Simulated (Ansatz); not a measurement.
Reference: CdSe (F-43m), PBEsol with spin-orbit coupling, rigid bands (plane waves, PAW; Ansatz, an electronic-structure program); axes and stresses refer to this cell.

```xyz
2
Lattice="0.0000 3.0407 3.0407 3.0407 0.0000 3.0407 3.0407 3.0407 0.0000" Properties=species:S:1:pos:R:3 pbc="T T T"
Cd     0.0000     0.0000     0.0000
Se     4.5611     4.5611     4.5611
```

band gap: 0.36 eV
hole conductivity mass: 0.76 mₑ
Seebeck coefficient, p-type 1e19 cm⁻³: 305 μV/K

Change: functional PBE, cell relaxed with it. What happens to band gap, hole conductivity mass, Seebeck coefficient, p-type 1e19 cm⁻³?

band gap rises to 0.38 eV; hole conductivity mass increases to 0.84 mₑ; Seebeck coefficient, p-type 1e19 cm⁻³ goes up to 317 μV/K.

Change: hydrostatic pressure -2 GPa. What happens to band gap, hole conductivity mass, Seebeck coefficient, p-type 1e19 cm⁻³?

band gap shrinks to 0.28 eV; hole conductivity mass goes up to 0.82 mₑ; Seebeck coefficient, p-type 1e19 cm⁻³ moves little, to 312 μV/K.

Masses are for dilute carriers at 300 K, harmonic means over directions unless an axis is named. Seebeck coefficients are for the stated density at 300 K, with one relaxation time for all states and whether or not that doping can be reached. Stresses and pressures are the targets of the relaxation.  The structure type is held under load, also where the real crystal would transform.
